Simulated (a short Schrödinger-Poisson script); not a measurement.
Stack: MOS inversion layer, SiO2 on p-type Si(100), at 300 K.

From the gate side: 2.6 nm SiO2; 1600 nm Si, acceptors 6.9e16 cm⁻³.

The device is made up for the run: typed textbook-type constants, with dimensions and the other settings drawn at random. SiO2: permittivity 3.9, conduction-band edge (eV) 3.15, gap (eV) 9, electron mass (mₑ) 0.5. Si: permittivity 11.7, conduction-band edge (eV) 0, gap (eV) 1.124, Nv at 300 K (cm⁻³) 3.1e19.

Channel valleys (confinement mass, in-plane density-of-states mass, number): Δ2 0.916, 0.19, 2; Δ4 0.19, 0.417, 4. At the gate the conduction-band edge of layer 1 lies 3.62 eV − eVg above the Fermi level of the channel; the field vanishes at the back. Gaps are held at their typed values at every temperature. Mesh 0.03 nm at interfaces.

From a short Schrödinger-Poisson script (our own, NumPy): 1D Poisson equation in equilibrium, electrons quantum, Hartree (BenDaniel-Duke, 12 states a valley, the channel's in-plane mass for all, wave functions ending at the dielectric), parabolic valleys, classical holes, full ionisation, no traps, pinning or gate leakage.

| Vg (V) | electrons (cm⁻²) | C (μF/cm²) | Δ2 E0 (meV from the Fermi level) | Δ4 E0 (meV from the Fermi level) |
|---|---|---|---|---|
| 0.4 | 3.13e9 | 0.0970 | 214.5 | 244.4 |
| 0.5 | 7.24e10 | 0.348 | 131.7 | 163.5 |
| 0.6 | 4.04e11 | 0.738 | 84.1 | 119.9 |
| 0.7 | 9.14e11 | 0.896 | 59.6 | 100.1 |
| 0.8 | 1.50e12 | 0.972 | 43.5 | 88.8 |
| 0.9 | 2.12e12 | 1.02 | 31.5 | 81.2 |
| 1 | 2.76e12 | 1.05 | 21.7 | 75.7 |
| 1.1 | 3.42e12 | 1.07 | 13.5 | 71.3 |
| 1.2 | 4.09e12 | 1.08 | 6.2 | 67.8 |
| 1.3 | 4.77e12 | 1.10 | -0.3 | 64.8 |
| 1.4 | 5.46e12 | 1.11 | -6.3 | 62.2 |
| 1.5 | 6.15e12 | 1.12 | -11.8 | 59.9 |
| 1.6 | 6.85e12 | 1.12 | -17.1 | 57.8 |
| 1.7 | 7.56e12 | 1.13 | -22.0 | 55.9 |
| 1.8 | 8.26e12 | 1.14 | -26.8 | 54.1 |
| 1.9 | 8.97e12 | 1.14 | -31.3 | 52.5 |
| 2 | 9.69e12 | 1.15 | -35.7 | 50.9 |

Gate voltages with under 1e9 electrons/cm² are left out.

Q: At Vg = 2 V the lowest Δ2 subband lies at -35.7 meV from the Fermi level. How many electrons does it hold, and what share of all?

A: The two-dimensional density of states is g m/(πħ²) = 1.59e11 cm⁻² meV⁻¹ (both spins), kT = 25.9 meV, so n = D kT ln(1 + exp(−E/kT)) = 6.59e12 cm⁻², 0.68 of the 9.69e12 cm⁻² in all.

Q: Compare the slope of the sheet density between 1.8 and 2 V with the geometric capacitance of the layers between gate and channel.

A: q Δn/ΔV = 1.15 μF/cm²; ε0/Σ(t/ε) = 1.33 μF/cm². The ratio is 0.86: the channel acts as a further capacitance in series.
